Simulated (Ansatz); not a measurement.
## Lattice constant a of ZrAg (model structure, Fm-3m, No. 225, 2 atoms in the cell) at several levels of theory

No measured value is used here.

### Question
Put these levels in order of the lattice constant a that they give for ZrAg (model structure, Fm-3m, No. 225, 2 atoms in the cell), smallest first: LDA (Ansatz, a quantum-chemistry and plane-wave program), PBE (Ansatz), PBEsol (Ansatz).

### Answer
LDA (5.530 Å), PBEsol (5.585 Å), PBE (5.669 Å)

Ansatz's density-functional and Hartree–Fock values are scalar-relativistic unless marked +SOC, with PAW data made under PBE.

A model structure was made by putting elements into a prototype or built by hand; it is no filed structure, need not be a known phase, and can be a saddle point held by its symmetry.
